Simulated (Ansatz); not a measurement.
Take MgO in the rock salt structure (space group Fm-3m, No. 225; a = 4.214 Å) as the base. Axes: x, y, z lie along the cube axes.

Calculations: PBEsol (Ansatz, a program for electronic structure; PAW; 420 eV plane waves; no spin-orbit coupling).

Strains are applied to the cell and any free atomic positions relax; under biaxial strain the out-of-plane vector relaxes too; under stress the whole cell relaxes.

One change was made to it. Results:

The electron mass becomes 0.33 mₑ (at Γ) (base: 0.34 mₑ (at Γ)); the energy grows by 3.3 meV/atom.

Question: What was done to the base?
A. uniaxial stress, 8 GPa compression along z
B. isotropic strain +0.91 %
C. biaxial strain +2.47 %, plane normal [111], relaxed out of plane

Answer: B, isotropic strain +0.91 %. For comparison, the energy relative to the base in the other runs: biaxial strain +2.47 %, plane normal [111], relaxed out of plane gives +13 meV/atom; uniaxial stress, 8 GPa compression along z gives +6.1 meV/atom.

The levels and masses belong to the bands next to the band gap. Effective masses come from finite differences of ±0.01 Å⁻¹. Beyond what the load breaks, stability against distortions was not tested.
